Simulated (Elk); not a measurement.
A self-consistent single point of MoTe2 (P1, 6 atoms in the cell) with Elk.

Level of theory: PBE, all-electron FP-LAPW, Elk's shipped species files, LAPW+lo basis in Elk 10.2.4.

The change in words: lattice scaled by 0.98. Reference geometry:
```
CELL_PARAMETERS angstrom
      1.76000    -3.04841     0.00000
      1.76000     3.04841     0.00000
      0.00000     0.00000    13.96000
ATOMIC_POSITIONS crystal
  Te 0.33972 0.64366 0.87762
  Te 0.68308 0.35618 0.38375
  Te 0.67248 0.33391 0.12378
  Te 0.31317 0.64053 0.62159
  Mo 0.32263 0.64889 0.24832
  Mo 0.66891 0.37685 0.74493
```

Reference input (self-consistent single point, DFT, PBE, all-electron FP-LAPW, Elk's shipped species files, LAPW+lo basis): xctype = 20; rgkmax = 7.5; stype = 3; swidth = 0.000367493 Ha; ngridk = 5 5 1; gmaxvr = 14 1/bohr; nxoapwlo = 1; rmtscf = 0.87. This run's input differs from it in these lines:

```diff
@@ -25,3 +25,3 @@
 scale
-  6.651835499
+  6.518798985
 
@@ -30,3 +30,3 @@
     0.5000000000    0.8660254038    0.0000000000
-    0.0000000000    0.0000000000    3.9659093650
+    0.0000000000    0.0000000000    3.9659092455
```

Output, abridged:

```
│ Self-consistent loop started │
│ Loop number : 1 │
 total energy                :     -35306.6998065
│ Loop number : 2 │
 total energy                :     -35306.8144410
RMS change in Kohn-Sham potential (target) :   0.1377705454     (  0.1000000000E-05)
Absolute change in total energy (target)   :   0.1146344587     (  0.1000000000E-03)
│ Loop number : 3 │
 total energy                :     -35306.4639328
RMS change in Kohn-Sham potential (target) :   0.1368621351     (  0.1000000000E-05)
Absolute change in total energy (target)   :   0.3218494963     (  0.1000000000E-03)
│ Loop number : 4 │
   [... lines left out ...]
Absolute change in total energy (target)   :   0.2387971326E-03 (  0.1000000000E-03)
│ Loop number : 21 │
 total energy                :     -35287.2799671
RMS change in Kohn-Sham potential (target) :   0.3645517667E-06 (  0.1000000000E-05)
Absolute change in total energy (target)   :   0.1094819963E-03 (  0.1000000000E-03)
│ Loop number : 22 │
 total energy                :     -35287.2799743
RMS change in Kohn-Sham potential (target) :   0.1218885956E-06 (  0.1000000000E-05)
Absolute change in total energy (target)   :   0.3453367390E-04 (  0.1000000000E-03)
Convergence targets achieved

│ Loop number : 23 │

Energies :
 Fermi                       :     0.356499566827
 total energy                :     -35287.2799840

Density of states at Fermi energy :   0.2677798462E-06
 (states/Hartree/unit cell)

Estimated indirect band gap :   0.2179246247E-01
 from k-point      1 to k-point     15
Estimated direct band gap   :   0.4319677751E-01
 at k-point     15

Charges :
 core                        :    200.0000000
 valence                     :    92.00000000
 interstitial                :    17.05531861
 muffin-tins (core leakage)
  species :    1 (Te)
   atom    1                 :    48.94895810     (  0.2650684829E-02)
   atom    2                 :    48.93104859     (  0.2645640232E-02)
   atom    3                 :    48.98875355     (  0.2660784613E-02)
   atom    4                 :    49.00212976     (  0.2664939101E-02)
  species :    2 (Mo)
   atom    1                 :    39.51216085     (  0.4619586317E-05)
   atom    2                 :    39.56163053     (  0.4641732779E-05)
 total in muffin-tins        :    274.9446814
 total calculated charge     :    291.9947663
 total charge                :    292.0000000
 error                       :   0.5233696365E-02

│ Self-consistent loop stopped │
```

The run converged in 23 iterations. The count includes the last loop, which Elk runs after its targets are met. Against the reference run the free energy goes up by 75.9 meV/atom and the gap on the mesh goes from 0.646 to 0.593 eV.

The starting cell has typed, rounded lattice constants, without a prior relaxation at this level. Its atoms were displaced at random from the sites of space group no. 194. For this run, on top of that: lattice scaled by 0.98. Spin-orbit coupling is off. Values depend on the basis (sphere radii, cutoffs, local orbitals), which need not be converged.

Cost on one core of a shared machine: roughly 9 min.
